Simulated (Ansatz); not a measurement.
## A computed series for Rh: response to strain

Consider Rh in the fcc (Cu type) structure (space group Fm-3m, No. 225; a = 3.802 Å; relaxed with 0.1 eV smearing). Axes: x, y, z lie along the cube axes.

Strains are applied to the cell and any free atomic positions relax; under biaxial strain the out-of-plane vector relaxes too.

The values are results of r2SCAN (Ansatz, a quantum-chemistry and plane-wave program; PAW; 500 eV plane waves; scalar-relativistic without spin-orbit coupling), not measurements.

Notes on the quantities. energy relative to the base: free energy F.

```tsv
change	ratio −ε⊥/ε∥	energy relative to the base
base	–	0 meV/atom
biaxial strain +0.42 %, plane normal [111], relaxed out of plane	–	(withheld)
biaxial strain +0.83 %, plane normal [111], relaxed out of plane	0.55	(withheld)
biaxial strain +1.25 %, plane normal [111], relaxed out of plane	0.55	+7.7 meV/atom
biaxial strain +1.67 %, plane normal [111], relaxed out of plane	0.55	+14 meV/atom
biaxial strain +2.08 %, plane normal [111], relaxed out of plane	0.54	+21 meV/atom
biaxial strain +2.50 %, plane normal [111], relaxed out of plane	0.54	(withheld)
```

Problem. Fill in the withheld entries from the trend.

Solution. 
- biaxial strain +0.42 %, plane normal [111], relaxed out of plane, energy relative to the base: +0.9 meV/atom
- biaxial strain +0.83 %, plane normal [111], relaxed out of plane, energy relative to the base: +3.5 meV/atom
- biaxial strain +2.50 %, plane normal [111], relaxed out of plane, energy relative to the base: +29 meV/atom

No phonon test of stability was made. All final runs are without spin polarisation. Rh lies near a magnetic instability that expansion can trigger; it was not tested.
